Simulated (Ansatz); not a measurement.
End structure of Sn on the 1x1 (111) surface of fcc Ag, one in a 2x2 cell, started at the site 'hollow Ag-Ag-Ag over Ag at depth 2.4 Å':

```xyz
17
Lattice="5.8668 0.0000 0.0000 -2.9334 5.0808 0.0000 0.0000 0.0000 26.5000" Properties=species:S:1:pos:R:3 pbc="T T T"
Ag     0.0000     1.6936     9.6916
Ag    -1.4667     4.2340     9.6916
Ag     2.9334     1.6936     9.6916
Ag     1.4667     4.2340     9.6916
Ag     1.4667     0.8468    12.0709
Ag     0.0000     3.3872    12.0709
Ag     4.4001     0.8468    12.0709
Ag     2.9334     3.3872    12.0709
Ag     0.0000     0.0000    14.4289
Ag    -1.4739     2.5362    14.4451
Ag     2.9334     0.0083    14.4451
Ag     1.4739     2.5362    14.4451
Ag     0.0000     1.7315    16.8172
Ag    -1.4339     4.2150    16.8172
Ag     2.9334     1.6936    16.9955
Ag     1.4339     4.2150    16.8172
Sn     0.0000     0.0000    18.9850
```

Model: 17-atom slab, 7.1 Å thick at the start under the adsorbate (thin: gaps and levels are the slab's own), 6x6x1 mesh, Fermi-Dirac 0.1 eV, dipole correction, 8 atoms held, the rest relaxed; held to the start's symmetry, so lower structures may exist; spin-polarised, no spin-orbit, no U, no dispersion correction. The starting moment vanished. At the end it is bonded to 3 Ag. In PBE this state lies 0.04 eV over the lowest of the starts that converged ('bridge Ag-Ag (span 2.9 Å)').

A negative adsorption energy means that the adsorbate is more stable on the surface than in its reference.

Problem. Give the change of the step from the bottom to the top vacuum level, against the clean slab at the level PBE run with Ansatz (a quantum-chemistry and plane-wave program).

Solution. -0.25 eV

Problem. What work function of the top face does PBE give?

Solution. 4.25 eV

Problem. Estimate the change of the work function that PBE returns for this input.

Solution. -0.19 eV

Problem. Predict the adsorption energy against an atom of beta tin from PBE.

Solution. 0.45 eV
